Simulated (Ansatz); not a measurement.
Structures of equal composition on the (100) surface of rock-salt TiN: a layer of Pt, one atom over each N; a layer of Pt, one atom over each Ti. The slabs share one bottom face, and each structure is named by its start. These are constructed structures in small cells; real faces may alloy, dewet or reconstruct in larger ones, and not all known structures of the face are among them. Slabs of about 13 Å, Fermi-Dirac smearing of 0.1 eV. Bottom of the slabs: a bare face, its two planes held. Relaxed from the named starts with such symmetry as they have, on meshes of like density; energies extrapolated to zero smearing; spin only where a row says so; no spin-orbit coupling, no U. Brackets mark spin-polarised runs, whose order is one that fits the cell.

Calculation: PBE (plane waves to 420 eV, PAW; Ansatz, an electronic-structure program).

**Question.** Put the candidates in order of energy per 1x1 cell, lowest first, for PBE.

**Answer.** a layer of Pt, one atom over each Ti (0.000 eV), a layer of Pt, one atom over each N (0.244 eV)
